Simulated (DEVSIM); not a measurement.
System: Ni/SiO2/p-Si capacitor, at 300 K.

| layer (left to right) | material | thickness (nm) | Na (cm⁻³) |
|---|---|---|---|
| 1 | SiO2 | 8.70 | - |
| 2 | Si | 11000 | 1.3e15 |

Metal gate on the left, work function 5.1 eV. Fixed charge at the semiconductor interface 3.5e10 cm⁻² (in units of +e); no interface traps.

This is a model device: material constants are rounded textbook-type values typed into the input, and sizes, dopings and lifetimes were drawn at random. Values at 300 K.

```csv
parameter,SiO2,Si
gap (eV),9,1.124
affinity (eV),0.9,4.05
permittivity,3.9,11.7
Nc (cm⁻³),-,2.86e19
Nv (cm⁻³),-,3.1e19
```

Simulated with DEVSIM: 1D Poisson equation in equilibrium, Boltzmann statistics, complete ionisation; no quantum confinement or tunnelling. Metal contacts follow the ideal Schottky-Mott rule: no Fermi-level pinning, no interface dipoles.

Tabulate band edges, carrier densities and field at 0.6 V on the gate.

Energies count from the Fermi level of the right contact; mesh points crowd at the junctions.

```tsv
x (μm)	Ec (eV)	Ev (eV)	n (cm⁻³)	p (cm⁻³)	field (V/cm)
0.000	3.600	-5.400	< 1e2	< 1e2	20000
0.001440	3.603	-5.397	< 1e2	< 1e2	20000
0.004318	3.609	-5.391	< 1e2	< 1e2	20000
0.007089	3.614	-5.386	< 1e2	< 1e2	20000
0.009011	0.468	-0.656	3.9e11	3.0e8	12000
0.01109	0.471	-0.653	3.6e11	3.3e8	12000
0.01611	0.477	-0.647	2.8e11	4.1e8	12000
0.03658	0.501	-0.623	1.1e11	1.1e9	12000
0.07763	0.547	-0.577	1.9e10	6.3e9	11000
0.1826	0.649	-0.475	3.5e8	3.3e11	8700
0.4301	0.804	-0.320	900000	1.3e14	3800
1.391	0.863	-0.261	89000	1.3e15	≈ 0
3.463	0.863	-0.261	89000	1.3e15	≈ 0
7.347	0.863	-0.261	89000	1.3e15	≈ 0
9.891	0.863	-0.261	89000	1.3e15	≈ 0
10.56	0.863	-0.261	89000	1.3e15	≈ 0
10.82	0.863	-0.261	89000	1.3e15	≈ 0
10.94	0.863	-0.261	89000	1.3e15	≈ 0
10.99	0.863	-0.261	89000	1.3e15	≈ 0
11.00	0.863	-0.261	89000	1.3e15	≈ 0
11.01	0.863	-0.261	89000	1.3e15	≈ 0
11.01	0.863	-0.261	89000	1.3e15	≈ 0
```
